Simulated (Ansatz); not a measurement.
## La2O3: pressure series

Start from La2O3 (space group P-3m1, No. 164; a = 3.940 Å, c = 6.188 Å).

Cell and atoms are relaxed at each pressure.

Calculations: PBE/PAW in Ansatz (a first-principles code), no SOC, earlier PAW set.

| P (GPa) | V (Å³/atom) |
|---|---|
| -2.00 | 16.963 |
| -1.00 | 16.800 |
| 3.00 | 16.211 |
| 7.00 | 15.707 |
| 15.00 | 14.871 |
| 30.00 | 13.718 |
| 50.00 | 12.691 |
| 75.00 | 11.800 |
| 100.00 | 11.134 |

Problem. Fit a third-order Birch–Murnaghan equation of state.

Solution. Least squares on P(V) = (3B₀/2)[(V₀/V)^(7/3) − (V₀/V)^(5/3)]·[1 + (3/4)(B₀′ − 4)((V₀/V)^(2/3) − 1)] gives V₀ = 16.66 Å³/atom, B₀ = 100 GPa and B₀′ = 4.4.

Load acts through the strain it causes; cell and atoms are relaxed under it. Whether these cells are dynamically stable was not tested. No other phases were tried under pressure.
